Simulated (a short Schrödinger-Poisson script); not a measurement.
Structure: gated Al0.4Ga0.6N/GaN polarisation-induced gas, at 77 K.

```
layer     material  thickness (nm)  Na (cm⁻³)
-----  -----------  --------------  ---------
1      Al0.4Ga0.6N              15          -
2              GaN            6000       2e15
```

Constants are typed, rounded textbook-type inputs, not results; the design itself was drawn at random and stands for no fabricated device. Al0.4Ga0.6N: permittivity 9.26, conduction-band edge (eV) 0.58, gap (eV) 4.258, electron mass (mₑ) 0.248, Nv at 300 K (cm⁻³) 4.6e19. GaN: permittivity 9.5, conduction-band edge (eV) 0, gap (eV) 3.43, Nv at 300 K (cm⁻³) 4.6e19.

Channel valleys (confinement mass, in-plane density-of-states mass, number): Γ 0.2, 0.2, 1. At the gate the conduction-band edge of layer 1 lies 1.36 eV − eVg above the Fermi level of the channel; the field vanishes at the back. Sheet of polarisation charge: +2e13 e/cm² at 15 nm from the gate. The barrier under the gate holds no holes. Gaps are held at their typed values at every temperature. Mesh 0.08 nm at interfaces.

Solved with a short Schrödinger-Poisson script written for these runs: 1D Poisson equation in equilibrium, electrons quantum, Hartree (BenDaniel-Duke, 40 states a valley, the channel's in-plane mass for all, wave functions free to enter the barrier), parabolic valleys, classical holes, full ionisation, no traps, pinning or gate leakage.

The same stack at other levels of the model or other numerical settings:

| run | sheet density of all electrons at Vg = 0.5 V (cm⁻²) | sheet density of all electrons at Vg = -3 V (cm⁻²) | capacitance at Vg = 0.5 V (μF/cm²) | centroid of the channel electrons at Vg = 0.5 V (nm) | rough cost against the base |
|---|---|---|---|---|---|
| base | 1.70e13 | 5.91e12 | 0.520 | 1.60 | about 1 |
| electrons treated as classical, Boltzmann | … | 6.64e12 | 0.543 | … | 0.02 |
| electrons treated as classical, Fermi-Dirac | 1.71e13 | 6.06e12 | 0.508 | 1.40 | 0.09 |
| electrons treated as quantum, Hartree plus LDA exchange-correlation | 1.72e13 | 6.03e12 | 0.521 | … | 2 |
| mesh six times as coarse | 1.70e13 | 5.90e12 | 0.520 | 1.54 | 0.2 |
| one subband a valley | 1.70e13 | 5.90e12 | 0.516 | 1.30 | 0.4 |

Q: Complete the blanks.

A: 
- electrons treated as classical, Boltzmann, sheet density of all electrons at Vg = 0.5 V (cm⁻²): 1.85e13
- electrons treated as quantum, Hartree plus LDA exchange-correlation, centroid of the channel electrons at Vg = 0.5 V (nm): 1.47
- electrons treated as classical, Boltzmann, centroid of the channel electrons at Vg = 0.5 V (nm): 0.19

The classical rows ignore confinement, and Boltzmann statistics overrate the density once the band edge passes the Fermi level.
